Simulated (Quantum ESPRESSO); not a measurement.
## Cost against accuracy: ecutwfc for SiP2O7 (P2_1/c, 20 atoms in the cell)

Cell: a = 4.3452 Å, b = 7.2354 Å, c = 6.3555 Å, α = 90.00°, β = 103.69°, γ = 90.00°.

Level of theory: PBEsol, GBRV 1.5 ultrasoft (PBESOL) pseudopotentials (plane waves; Quantum ESPRESSO).

Base settings: ecutwfc = 40 Ry; ecutrho = 200 Ry; occupations = smearing; smearing = fermi-dirac; degauss = 0.0036749 Ry; potentials = {Si: si_pbesol_v1.uspp.F.UPF, P: p_pbesol_v1.5.uspp.F.UPF, O: o_pbesol_v1.2.uspp.F.UPF}; K_POINTS = automatic 4 3 3 0 0 0; conv_thr = 1e-08 Ry.

Misses are taken against the tightest run, 80 Ry (ecutrho: 200 Ry → 400 Ry), which need not be fully converged itself. The energy is the free energy per atom.

The count of work is k-points × plane waves × bands × iterations; it is no time, and leaves out set-up, grids and terms that scale otherwise. Core times come from one kind of shared machine and are given to one figure; runs under 30 s give none.

The starting cell comes from a database of computed structures (which also holds hypothetical and non-ambient phases and stackings), without a prior relaxation at this level. In the base run, with a pressure of about -3 GPa the cell is away from its equilibrium volume at this level.

The runs (ecutwfc): 16 Ry (ecutrho: 200 Ry → 80 Ry) | 20 Ry (ecutrho: 200 Ry → 100 Ry) | 24 Ry (ecutrho: 200 Ry → 120 Ry) | 28 Ry (ecutrho: 200 Ry → 140 Ry) | 32 Ry (ecutrho: 200 Ry → 160 Ry) | 36 Ry (ecutrho: 200 Ry → 180 Ry) | 40 Ry | 46 Ry (ecutrho: 200 Ry → 230 Ry) | 52 Ry (ecutrho: 200 Ry → 260 Ry) | 60 Ry (ecutrho: 200 Ry → 300 Ry) | 70 Ry (ecutrho: 200 Ry → 350 Ry) | 80 Ry (ecutrho: 200 Ry → 400 Ry).

Problem. Which is the coarsest setting among those run that, with all tighter ones, holds the energy within 20 meV/atom of the reference, and what does it save?

Solution. 36 Ry (ecutrho: 200 Ry → 180 Ry), off by 14 meV/atom; it needs 0.30 of the reference's count of work and about 0.3 of the reference's time.

Problem. Which is the coarsest setting among those run that, with all tighter ones, holds the energy within 2 meV/atom of the reference, and what does it save?

Solution. 60 Ry (ecutrho: 200 Ry → 300 Ry), off by 1.6 meV/atom; its saving against the reference is no more than about a factor of 2 in the count of work.

Problem. What does the step from 20 Ry (ecutrho: 200 Ry → 100 Ry) to 40 Ry buy?

Solution. It takes the miss in the energy from 2100 to 9.4 meV/atom, for 3.1 times the count of work and roughly 2 times the time.

| ecutwfc | energy less reference (meV/atom) | pressure less reference (GPa) | largest difference in the force on any atom (eV/Å) | count of work / reference | core time / reference (rough) |
|---|---|---|---|---|---|
| 16 Ry (ecutrho: 200 Ry → 80 Ry) | 6319.31 | -266.99 | 1.584 | 0.083 | – |
| 20 Ry (ecutrho: 200 Ry → 100 Ry) | 2127.91 | -127.02 | 0.697 | 0.11 | 0.1 |
| 24 Ry (ecutrho: 200 Ry → 120 Ry) | 682.19 | -53.90 | 0.128 | 0.17 | 0.2 |
| 28 Ry (ecutrho: 200 Ry → 140 Ry) | 194.26 | -19.82 | 0.024 | 0.21 | 0.3 |
| 32 Ry (ecutrho: 200 Ry → 160 Ry) | 46.23 | -5.55 | 0.023 | 0.25 | 0.3 |
| 36 Ry (ecutrho: 200 Ry → 180 Ry) | 13.71 | -0.88 | 0.009 | 0.30 | 0.3 |
| 40 Ry | 9.43 | 0.13 | 0.007 | 0.35 | 0.3 |
| 46 Ry (ecutrho: 200 Ry → 230 Ry) | 7.98 | -0.03 | 0.005 | 0.44 | 0.4 |
| 52 Ry (ecutrho: 200 Ry → 260 Ry) | 4.48 | -0.13 | 0.004 | 0.52 | 0.4 |
| 60 Ry (ecutrho: 200 Ry → 300 Ry) | 1.56 | 0.05 | 0.001 | 0.65 | 0.7 |
| 70 Ry (ecutrho: 200 Ry → 350 Ry) | 0.98 | 0.13 | 0.001 | 0.82 | 1.0 |
| 80 Ry (ecutrho: 200 Ry → 400 Ry) | 0.00 | 0.00 | 0.000 | 1.0 | 1 |
